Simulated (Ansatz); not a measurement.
Input and output of a self-consistent single point for InSe (Cm, 4 atoms in the cell) (Ansatz, an electronic-structure program).

Computed with LDA (PW92), PAW files made with PBE (plane waves; Ansatz).

The change in words: 1 x 1 x 1 supercell, one Se atom moved by 0.02 angstrom along z; scf.occupations.method: fixed → fermi_dirac; scf.occupations.width: default → 0.05 eV. Reference geometry:
```
InSe
1.0
    5.85553    -2.06492     0.00000
    5.85553     2.06492     0.00000
   -1.73185     0.00000     4.79521
In Se
2 2
Direct
  0.11180   0.11180   0.95316
  0.88820   0.88820   0.04684
  0.33907   0.33907   0.33104
  0.66093   0.66093   0.66896
```

Reference input (self-consistent single point, DFT, LDA (PW92), plane waves, PAW files made with PBE): basis.ecutwfc = 420 eV; kpoints.mp_grid.grid = 6 6 4; hamiltonian.xc = lda; hamiltonian.pseudopotentials = {kind: paw} (the program's default PAW files); scf.occupations.method = fixed. This run's input differs from it in these lines:

Ansatz 0.2 input:
```diff
@@ -10,3 +10,3 @@
     - { symbol: Se, position_ang: [3.397556, -0.000000, 1.587406] }
-    - { symbol: Se, position_ang: [6.581650, 0.000000, 3.207803] }
+    - { symbol: Se, position_ang: [6.581652, 0.000000, 3.227804] }
 basis:
@@ -23,3 +23,4 @@
   occupations:
-    method: fixed
+    method: fermi_dirac
+    width: 0.05
 output:
```

Output (repeated stretches shortened):

```
SCF iter   1: F=—  HF=-21683.705640 eV  |F-HF|=—  |Δ(HF+E_count)|=         —  Δρ=3.75e-2  dr2=3.10e0  ethr=3.10e-3  ⟨swp⟩=6.8  Hψ=6705  notcnv=0
all-band conjugate gradients solve this SCF's bands
preconditioner: auto → Resta (q_TF=auto, 2.431 Å⁻¹)
SCF iter   2: F=—  HF=-21682.899245 eV  |F-HF|=—  |Δ(HF+E_count)|=   8.06e-1  Δρ=1.66e-2  dr2=5.63e-1  ethr=3.10e-3  ⟨swp⟩=3.7  Hψ=3110  notcnv=0  defer=54
   [... lines left out ...]
SCF iter   5: F=—  HF=-21682.690167 eV  |F-HF|=—  |Δ(HF+E_count)|=   2.96e-4  Δρ=3.80e-4  dr2=2.20e-4  ethr=3.96e-6  ⟨swp⟩=3.0  Hψ=2948  notcnv=0  defer=60
SCF iter   6: F=—  HF=-21682.690159 eV  |F-HF|=—  |Δ(HF+E_count)|=   7.65e-6  Δρ=1.00e-4  dr2=1.56e-5  ethr=3.80e-7  ⟨swp⟩=2.3  Hψ=2686  notcnv=0  defer=60
SCF iter   7: F=—  HF=-21682.690181 eV  |F-HF|=—  |Δ(HF+E_count)|=   2.23e-5  Δρ=2.00e-5  dr2=5.27e-7  ethr=2.69e-8  ⟨swp⟩=3.0  Hψ=2969  notcnv=0  defer=60
SCF iter   8: F=-21682.690181 eV  HF=-21682.690181 eV  |F-HF|=2.49e-9  |Δ(HF+E_count)|=   3.20e-7  Δρ=4.21e-6  dr2=2.55e-8  ethr=1.72e-10  ⟨swp⟩=10.0  Hψ=7409  notcnv=0
SCF 1 converged in 8 iterations: F = -21682.690181 eV  dr2 = 2.55e-8
Free energy (F): -21682.690181 eV
Internal energy: -21682.690180 eV  (E = F + TS)
E sigma→0 (E₀):  -21682.690181 eV
Entropy (-TS):   -0.000001 eV (-0.000 meV/atom)
Fermi energy:    7.029920 eV
--- Forces (eV/Å), atoms counted from 1 ---
  atom   1  In     0.10277009     0.00000000     0.02916286
  atom   2  In    -0.10538112     0.00000000     0.06578421
  atom   3  Se     0.01748680     0.00000000    -0.17483719
  atom   4  Se    -0.01487613     0.00000000     0.07988314
--- Stress (GPa, compression-positive) ---
       -3.985894       0.000000       0.067649
        0.000000      -3.134908       0.000000
        0.067651       0.000000      -2.592895
  P = ⅓ Tr σ = -3.2379 GPa (-32.379 kbar)
  The stress holds the Pulay correction. Without it, at fixed plane waves, as pw.x and ABINIT print it: P = -3.2540 GPa
```

The run converged in 8 iterations. Against the reference run the free energy is nearly the same (within 1 meV/atom), the pressure goes from -3.43 to -3.24 GPa, the largest force goes from 0.197 to 0.176 eV/Å and the gap on the mesh goes from 0.987 to 1.003 eV.

The starting cell comes from a database of computed structures (which also holds hypothetical and non-ambient phases and stackings), without a prior relaxation at this level. Its lattice was rescaled by up to half a per cent. For this run, on top of that: 1 x 1 x 1 supercell, one Se atom moved by 0.02 angstrom along z. With a pressure of about -3 GPa the cell is away from its equilibrium volume at this level. Ansatz's pressure includes its estimate of the finite-basis (Pulay) stress.
